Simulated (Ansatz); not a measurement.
# Input and output of a self-consistent single point for CsCdCl₃ (P4mm, 5 atoms in the cell) (Ansatz)

Level of theory: LDA (PW92), default PAW files made with PBE (plane waves; Ansatz, a quantum-chemistry and plane-wave program).

Input as run:

Ansatz 0.2 input:
```yaml
crystal:
  lattice:
    - [5.28019300, 0.00000000, 0.00000000]
    - [0.00000000, 5.28019300, 0.00000000]
    - [0.00000000, 0.00000000, 5.28019300]
  atoms:
    - { symbol: Cs, position: [0.00000000, 0.00000000, 0.00946900] }
    - { symbol: Cd, position: [0.50000000, 0.50000000, 0.50000000] }
    - { symbol: Cl, position: [0.00000000, 0.50000000, 0.50000000] }
    - { symbol: Cl, position: [0.50000000, 0.00000000, 0.50000000] }
    - { symbol: Cl, position: [0.50000000, 0.50000000, 0.00000000] }
basis:
  ecutwfc: 30.9 Ry
kpoints:
  mp_grid: { grid: [5, 5, 5] }
hamiltonian:
  xc: lda
  pseudopotentials: { kind: paw }
scf:
  occupations: { method: fixed }
output:
  forces: true
  eigenvalues: true
  stress: true
```

The program printed (abridged):

```
WARN ansatz: RAYON_NUM_THREADS=1 ignored (pool sized by the plan → 1); use --threads N
Pseudopotentials: kind: paw
Pseudopotential: Cs, paw, valence charge 9
Pseudopotential: Cd, paw, valence charge 20
Pseudopotential: Cl, paw, valence charge 7
Crystal: 5 atoms, lattice volume = 147.214 Å³
Basis set: ecut = 420.4159175005146 eV, 2897 PW (Γ)
Bands: 30, of which v1, the nominal top of the filled ones, is band 25 counted from 1 (24 counted from 0)
Symmetry: 8 space group operations
Space group: P4mm (ITA 99), of the structure as read, at distance tolerance 5.3e-5 Å
k-points: 18 of 125 (time reversal used)
PAW frozen core: Cs, regenerated for the run's functional, and the local potential with it
PAW frozen core: Cd, regenerated for the run's functional, and the local potential with it
PAW frozen core: Cl, regenerated for the run's functional, and the local potential with it
Initial density: superposition of atomic densities (neutral atoms: chi_scale 0, normalization atom), corrected by the library's trained network
Initial wavefunctions: pseudopotential atomic-orbital guess
Eigensolver: davidson
Functional: x = slater, c = lda
SCF iter   1: F=—  HF=-16762.344297 eV  |F-HF|=—  |Δ(HF+E_count)|=         —  Δρ=7.23e-3  dr2=7.58e-2  ethr=1.77e-3  ⟨swp⟩=5.0  Hψ=1989  notcnv=0  defer=37
all-band conjugate gradients solve this SCF's bands
preconditioner: auto → Resta (q_TF=auto, 2.279 Å⁻¹)
SCF iter   2: F=—  HF=-16762.322352 eV  |F-HF|=—  |Δ(HF+E_count)|=   2.19e-2  Δρ=3.23e-3  dr2=1.34e-2  ethr=1.52e-4  ⟨swp⟩=2.4  Hψ=1091  notcnv=0  defer=53
SCF iter   3: F=—  HF=-16762.318540 eV  |F-HF|=—  |Δ(HF+E_count)|=   3.81e-3  Δρ=7.98e-4  dr2=6.73e-4  ethr=2.69e-5  ⟨swp⟩=2.0  Hψ=840  notcnv=0  defer=53
SCF iter   4: F=—  HF=-16762.318474 eV  |F-HF|=—  |Δ(HF+E_count)|=   6.60e-5  Δρ=1.98e-4  dr2=6.15e-5  ethr=1.35e-6  ⟨swp⟩=2.2  Hψ=687  notcnv=0  defer=53
SCF iter   5: F=—  HF=-16762.318477 eV  |F-HF|=—  |Δ(HF+E_count)|=   3.15e-6  Δρ=5.61e-5  dr2=5.21e-6  ethr=1.23e-7  ⟨swp⟩=2.1  Hψ=923  notcnv=0  defer=24
SCF iter   6: F=—  HF=-16762.318480 eV  |F-HF|=—  |Δ(HF+E_count)|=   2.57e-6  Δρ=9.61e-6  dr2=2.87e-7  ethr=1.04e-8  ⟨swp⟩=2.6  Hψ=809  notcnv=0  defer=27
SCF iter   7: F=-16762.318480 eV  HF=-16762.318480 eV  |F-HF|=2.07e-9  |Δ(HF+E_count)|=   2.69e-8  Δρ=2.04e-6  dr2=1.21e-8  ethr=2.00e-10  ⟨swp⟩=11.6  Hψ=2864  notcnv=0
SCF 1 converged in 7 iterations: F = -16762.318480 eV  dr2 = 1.21e-8
SCF converged after 7 iterations
Free energy (F): -16762.318480 eV
Harris-Foulkes:  -16762.318480 eV  (|F-HF|=2.07e-9)
Internal energy: -16762.318480 eV  (E = F + TS)
E sigma→0 (E₀):  -16762.318480 eV
Fermi energy:    2.982716 eV
--- Per-component energies (eV) ---
  E_band       = -652.649561
  E_kinetic    = 1128.273368
  E_local      = -5723.911698  (includes V_loc(G=0)·N_el)
  E_nonlocal   = 165.874712
  E_hartree    = 2524.530319
  E_xc         = -664.346149
  E_vxc        = -710.125126  (∫ρ·V_xc dr)
  E_paw        = -10727.625268  (= ΣΔE_a)
  E_vpaw       = -561.825870  (= ΣTr[D̂ρ^β])
  E_aug_tail   = 0.000308  (compensation charges beyond the density's cutoff)
  E_ewald      = -3466.722672
  E_core_change = 1.608600  (= ΣΔE_core)
  E_smearing   = -0.000000  (= −TS)
  E_closure    = -0.000000  (closes the sum)
  Σ components = -16762.318480   (vs F -16762.318480, Δ=0.00e0)
--- Forces (eV/Å), atoms counted from 1 ---
  atom   1  Cs    -0.00000000     0.00000000    -0.02543712
  atom   2  Cd     0.00000000     0.00000000     0.00965664
  atom   3  Cl     0.00000000     0.00000000     0.00505492
  atom   4  Cl     0.00000000     0.00000000     0.00505492
  atom   5  Cl    -0.00000000     0.00000000     0.00566674
  max |Σ_I F_I| component: 3.89e-6 eV/Å
--- Stress (GPa, compression-positive) ---
       -3.234011       0.000000      -0.000000
        0.000000      -3.234011       0.000000
        0.000000       0.000000      -3.232498
  P = ⅓ Tr σ = -3.2335 GPa (-32.335 kbar)
  The stress holds the Pulay correction. Without it, at fixed plane waves, as pw.x and ABINIT print it: P = -3.2400 GPa
--- Band table (eV; the first three rows and the last of 18) ---
  k-point 0: bands = ["-97.2028", "-58.3603", "-58.3603", "-58.3602", "-15.8273", "-10.2098", "-9.7097", "-9.7091", "-3.3519", "-3.3518", "-3.3518", "-3.1088", "-3.1088", "-2.6483", "-2.6483", "-2.6476", "0.4902", "0.4902", "0.4902", "2.3674", [...]
  k-point 1: bands = ["-97.2028", "-58.3603", "-58.3603", "-58.3602", "-15.8248", "-10.1675", "-9.7249", "-9.7079", "-3.3697", "-3.3697", "-3.3563", "-3.3516", "-3.1087", "-2.6189", "-2.6189", "-2.6080", "0.5109", "0.5109", "0.5959", "2.2720", [...]
  k-point 2: bands = ["-97.2028", "-58.3603", "-58.3603", "-58.3602", "-15.8208", "-10.0920", "-9.7553", "-9.7051", "-3.6993", "-3.3968", "-3.3968", "-3.3512", "-3.1084", "-2.5722", "-2.5722", "-2.5688", "0.5399", "0.5399", "0.7905", "1.7895", [...]
  k-point 17: bands = ["-97.2028", "-58.3603", "-58.3603", "-58.3602", "-15.8113", "-9.8107", "-9.7545", "-9.7538", "-3.8193", "-3.8192", "-3.4611", "-3.4609", "-3.4474", "-2.6903", "-2.6897", "-2.6721", "-1.5441", "1.7847", "1.8959", "1.8961", [...]
```

The run converged in 7 iterations.

The starting cell comes from a database of computed structures (which also holds hypothetical and non-ambient phases and stackings), without a prior relaxation at this level. Its lattice was rescaled by up to half a per cent. One atom was moved a little off its site on purpose. With a pressure of about -3 GPa the cell is away from its equilibrium volume at this level. Ansatz's pressure includes its estimate of the finite-basis (Pulay) stress.
